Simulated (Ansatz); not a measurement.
Results of LDA (plane waves, PAW; Ansatz, a quantum-chemistry and plane-wave program) for Mo₂B₂Ge (model structure, started from the Ti2InB2 type, P-6m2, No. 187, 5 atoms in the cell).

Numerical settings: plane-wave cutoff 520 eV, 24×24×8 k mesh (along the axes of the cell as run), Fermi–Dirac smearing 0.05 eV, no spin polarisation, scalar-relativistic PAW data made under PBE.

Cell (relaxed at this level):

```cif
data_B2GeMo2
_chemical_formula_sum 'Mo2 Ge1 B2'
_space_group_name_H-M_alt 'P 1'
_space_group_IT_number 1
_cell_length_a 3.09614
_cell_length_b 3.09614
_cell_length_c 6.70458
_cell_angle_alpha 90.000
_cell_angle_beta 90.000
_cell_angle_gamma 120.000
loop_
_space_group_symop_operation_xyz
  'x, y, z'
loop_
_atom_site_label
_atom_site_type_symbol
_atom_site_fract_x
_atom_site_fract_y
_atom_site_fract_z
_atom_site_occupancy
Mo1 Mo 0.33333 0.66667 0.71869 1
Mo2 Mo 0.33333 0.66667 0.28131 1
Ge1 Ge 0.00000 0.00000 0.00000 1
B1 B 0.00000 0.00000 0.50000 1
B2 B 0.66667 0.33333 0.50000 1
```

Question: Predict the bulk modulus.

Answer: 
bulk modulus: 263 GPa

Note: the run has no spin polarisation, so it can have missed a magnetic state; the bulk modulus is −V dP/dV from two relaxed cells at ±2 % in volume; the relaxation could raise the start's symmetry but not lower it, so the cell can be a saddle point.

Computed values are for the static lattice.

Computing time: about 6 core-minutes (a rough figure).

A model structure was made by putting elements into a prototype or built by hand; it is no filed structure, need not be a known phase, and can be a saddle point held by its symmetry.
